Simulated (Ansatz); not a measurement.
# beta tin (0 0 1) on zinc-blende InP (0 0 1) (film strained to the substrate, started from cuts of the bulks and a machine-learned relaxation; slabs In10P12 and Sn12, which can lie off the formulas)

A periodic stack without vacuum, beta tin (0 0 1) on zinc-blende InP (0 0 1) (film strained to the substrate, started from cuts of the bulks and a machine-learned relaxation; slabs In10P12 and Sn12, which can lie off the formulas): substrate slab In10P12, film Sn12, surface cells [[0, -1], [2, 1]] and [[0, 1], [-1, 0]], film strained by +0.4 and +0.4 %, outermost planes P/P and Sn/Sn as cut, which need not be the usual terminations and can put a slab off its formula.

The start was prepared with a machine-learned potential, and the result is one local minimum, with the in-plane cell held and forces under 0.04 eV/Å; the film can end far from its bulk form.

These are PBE (plane waves to 420 eV, PAW; Ansatz, an electronic-structure program) values and carry that method's errors. Spin–orbit coupling is left out; the runs are not spin-polarised. Its k-point mesh 5×5×1, Fermi–Dirac width 0.05 eV.

```
Quantity                                                                                                                                                                             Result
-------------------------------------------------------------------------------  ----------------------------------------------------------------------------------------------------------
interface area                                                                                                                                                                      35.5 Å²
period                                                                                                                                                                              26.79 Å
heights between the nearest atoms of the two slabs at the two interfaces                                                                                                    1.35 and 1.36 Å
P–Sn contacts across the interfaces within 1.22 times the sum of covalent radii                                                                                              8, mean 2.67 Å
estimate of the barrier                                                          withheld, since the Fermi level falls at or inside a band of the host, which a slab this thin can't settle
```

```xyz
34
Lattice="5.9595 0.0013 0.0819 0.0014 5.9566 -0.2025 -0.3690 -0.1839 26.8105" Properties=species:S:1:pos:R:3 pbc="T T T"
In    -0.4047     5.4128     4.9600
In     2.5294     2.4913     5.0865
In     2.6352     5.3967     2.0152
In    -0.4450     2.3172     2.0728
In    -0.5294     5.6126    10.9165
In     2.4954     2.6916    11.0443
In     2.5128     5.5546     7.9715
In    -0.4685     2.5493     8.0319
In     2.3773     5.7883    13.9296
In    -0.5063     2.7109    13.9894
P      4.0653     0.9216     3.7372
P      1.0774     3.9024     3.4756
P      1.1562     0.8645     0.6409
P      4.0614     3.7758     0.5773
P      3.9840     1.1219     9.6411
P      1.0002     4.1030     9.4837
P      1.0446     1.0255     6.6068
P      4.0196     4.0006     6.5609
P      3.9382     1.2836    15.6101
P      0.8835     4.3281    15.4673
P      0.9664     1.2267    12.5120
P      3.9344     4.2037    12.5682
Sn     5.0999     5.5729    17.1980
Sn     1.7496     5.0314    19.8826
Sn     1.4438     1.9580    19.0490
Sn     2.8932     3.3464    16.8839
Sn     4.7147     5.5096    20.7953
Sn     1.4288     5.4533    22.8967
Sn     1.7458     2.4378    22.1121
Sn     4.5065     2.4909    19.9744
Sn     4.3021     5.9839    23.8332
Sn    -0.2304     4.5831    25.9375
Sn     1.9952     2.3460    25.6963
Sn     4.7162     2.9053    23.0039
```
